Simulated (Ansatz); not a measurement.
CeSiO4 (I4₁/amd, No. 141, 12 atoms in the cell; start mp-10523) was calculated with LDA in Ansatz (PAW).

Settings: plane-wave cutoff 520 eV, 8×8×8 k mesh, Fermi–Dirac smearing 0.01 eV, no spin polarisation, scalar-relativistic PAW data made under PBE.

Cell (relaxed with PBEsol):

CeO4Si is taken in the tetragonal space group I4₁/amd, origin choice 1 (No. 141), Pearson symbol tI24. Conventional cell: a = b = 6.9798 Å, c = 6.2149 Å, α = β = γ = 90.00°. Ce on 4b has 8 O at 2.291–2.404 Å. Si on 4a has 4 O at 1.640 Å (tetrahedral). O on 16h is coordinated by 1 Si at 1.640 Å and 2 Ce at 2.291–2.404 Å. (Neighbours: up to the widest gap in distance over summed covalent radii, below 1.35, at either atom; cation-cation and far metal-metal contacts left out.)
(The calculation used a cell of 12 atoms; values per cell refer to that cell.)

**Question.** Predict the band gap, smallest direct gap on the k points sampled and direct gap at Γ.

**Answer.** 
band gap: 1.60 eV
smallest direct gap on the k points sampled: 1.62 eV
direct gap at Γ: 1.63 eV

Note: the 4f shell is treated without U or exact exchange, so its levels and filling can be wrong; cell and atoms aren't relaxed at this level (largest force component 0.18 eV/Å, pressure -4.5 GPa).

Spin–orbit coupling is not included.

Computed values are for the static lattice.

A start named mp-… is a Materials Project structure, which need not be a measured phase.

Ansatz is an electronic-structure program.
